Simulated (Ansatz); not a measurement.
Given:

```
PbTe
1.0
    0.00000     3.29442     3.29442
    3.29442     0.00000     3.29442
    3.29442     3.29442     0.00000
Te Pb
1 1
Direct
  0.00000   0.00000   0.00000
  0.50000   0.50000   0.50000
```

No spin polarisation.

Computed with Ansatz (a quantum-chemistry and plane-wave program) PBEsol, no SOC. k-mesh 9×9×9 (Γ-centred); smearing 0.05 eV (Fermi–Dirac).

Question: What is the computed band gap?

Answer: 0.78 eV.

Question: What is the computed gap character?

Answer: Direct at L.

Spin-orbit coupling, missing from the scalar runs, can matter with Pb and Te. The cells carry an imposed strain or load. Stability against distortions was not tested. The cell was made from PbTe in the rock salt structure (space group Fm-3m, No. 225) by this change: isotropic strain +2.28 %.
